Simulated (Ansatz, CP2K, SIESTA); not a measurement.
One structure in several programs: CsBS₂ (Immm, 8 atoms in the cell)

Self-consistent single point.

```
CsBS2
1.0
   -2.30512     3.12859     9.02219
    2.30512    -3.12859     9.02219
    2.30512     3.12859    -9.02219
Cs B S
2 2 4
Cartesian
  2.30512   0.00000   6.47667
  0.00000   3.12859   2.54552
  0.00000   3.12859   7.80384
  2.30512   0.00000   1.21836
  0.00000   3.12859   6.05101
  2.30512   0.00000   2.97119
  0.00000   1.69000   9.02219
  2.30512   1.43859   0.00000
```

Shared settings, as Ansatz (a program for electronic structure) writes them: kpoints.mp_grid.grid = 4 4 4; scf.occupations.method = fermi_dirac; scf.occupations.width = 0.02 eV. Potentials and cutoffs stand in the table.

```csv
code,model,pressure (GPa),largest force (eV/Å),gap on the mesh (eV),cutoff
CP2K,"LDA (Pade form), GPW, DZVP-MOLOPT-SR-GTH basis, GTH-PADE potentials (GTH_POTENTIALS)",-2.80,0.586,2.629,grid 500 Ry
SIESTA,"LDA PW92, numerical atomic orbitals DZP, PseudoDojo LDA standard norm-conserving potentials (rewritten from UPF to PSML)",-2.56,0.238,2.802,grid 350 Ry
Ansatz,"LDA (PW92), PAW files made with PBE",-2.83,0.614,2.542,default
```

Size of the force on each atom (eV/Å): Sizes of forces hide their directions.

| code | Cs1 | Cs2 | B3 | B4 | S5 | S6 | S7 | S8 |
|---|---|---|---|---|---|---|---|---|
| CP2K | 0.029 | 0.029 | 0.126 | 0.126 | 0.532 | 0.532 | 0.586 | 0.586 |
| SIESTA | 0.009 | 0.009 | 0.089 | 0.089 | 0.201 | 0.201 | 0.238 | 0.238 |
| Ansatz | 0.012 | 0.012 | 0.033 | 0.033 | 0.614 | 0.614 | 0.583 | 0.583 |

Gaps are read on the mesh.

The spread over the programs that give each value: pressure within 0.27 GPa; largest force within 0.376 eV/Å; gap on the mesh within 0.260 eV.

CP2K and SIESTA use small atom-centred bases, whose incompleteness enters pressures, forces and empty levels differently from a plane-wave cutoff. Ansatz's pressure is given at a fixed set of plane waves, as the other plane-wave codes print theirs.

The starting cell comes from a database of computed structures (which also holds hypothetical and non-ambient phases and stackings), without a prior relaxation at this level. Its lattice was rescaled by a random factor within 2.5 % of one.

Keys are those of Ansatz 0.2.
